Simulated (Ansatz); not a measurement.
AlRu, response to strain

The reference is AlRu in the CsCl type structure (space group Pm-3m, No. 221; a = 3.005 Å; relaxed with 0.1 eV smearing).

Strains are applied to the cell and any free atomic positions relax.

All numbers come from DFT with PBE, PAW potentials and a 420 eV plane-wave cutoff in Ansatz (a first-principles code), scalar-relativistic without spin-orbit coupling.

```
isotropic strain (%)  pressure (GPa)
--------------------  --------------
-2.5                            18.2
-2                              14.0
-0.5                               ?
0                                0.0
1                               -5.7
1.5                             -8.2
2                              -10.6
2.5                            -12.7
3                              -14.8
```

Task: Fit P = P₀ − Bδ + Cδ² with δ = (1 + ε)³ − 1 to the rows shown and predict the withheld row.

Result: Least squares on the printed values gives P₀ = 0.1 GPa, B = 208 GPa, C = 521 GPa (largest residual 0.1 GPa); this predicts 3.3 GPa, and the run gives 3.2 GPa, in agreement.

No phonon test of stability was made. All final runs are without spin polarisation.
